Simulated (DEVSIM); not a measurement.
Structure: Schottky contact on n-type Si, at 250 K.

```csv
layer (left to right),material,thickness (μm),Nd (cm⁻³),τn (s),τp (s)
1,Si,0.570,2.5e15,0.00025,0.00025
```

Left contact: Schottky, work function 4.85 eV, emission velocity 3.9e6 cm/s. Right contact: ohmic. Voltage is applied to the left contact. Recombination: SRH at mid-gap, radiative. Gap narrowing is on: ΔEg = 6.92 meV × (l + √(l² + 0.5)), l = ln(N/1.3e17 cm⁻³), shared equally by both band edges. Mobility is μmin + (μ − μmin)/(1 + (N/Nref)^α).

This is a model device: material constants are rounded textbook-type values typed into the input, and sizes, dopings and lifetimes were drawn at random. Values at 300 K; Nc and Nv go as T^1.5, mobilities as T to minus their exponent, the gap by Varshni's rule with the affinity fixed.

| parameter | Si |
|---|---|
| gap (eV) | 1.124 |
| affinity (eV) | 4.05 |
| permittivity | 11.7 |
| Nc (cm⁻³) | 2.86e19 |
| Nv (cm⁻³) | 3.1e19 |
| μn (cm²/Vs) | 1417 |
| μp (cm²/Vs) | 470 |
| μn,min | 52 |
| μp,min | 45 |
| Nref,n | 9.7e16 |
| Nref,p | 2.2e17 |
| αn | 0.68 |
| αp | 0.72 |
| T exponent of μn | 2.3 |
| T exponent of μp | 2.2 |
| B (cm³/s) | 4.7e-15 |
| Varshni α (eV/K) | 0.000473 |
| Varshni β (K) | 636 |

Model (solved in DEVSIM): 1D drift-diffusion, Boltzmann statistics, complete ionisation; no tunnelling, impact ionisation, image-force lowering or self-heating. Metal contacts follow the ideal Schottky-Mott rule: no Fermi-level pinning, no interface dipoles.

The temperature was swept, all else fixed.

```
temperature (K)  potential step across the device at zero bias (V)  largest field in the device at zero bias (V/cm)  dark forward voltage at 100 A/cm² (V)
---------------  -------------------------------------------------  -----------------------------------------------  -------------------------------------
250                                                          0.604                                            21000                                  0.561
300                                                          0.558                                            20000                                  0.511
350                                                          0.511                                            20000                                  0.457
400                                                          0.463                                            21000                                  0.390
450                                                          0.414                                            28000                                  0.309
500                                                          0.365                                                …                                      …
```

Question: What belongs in the gaps?

Answer: 
- 500, largest field in the device at zero bias (V/cm): 45000
- 500, dark forward voltage at 100 A/cm² (V): 0.218
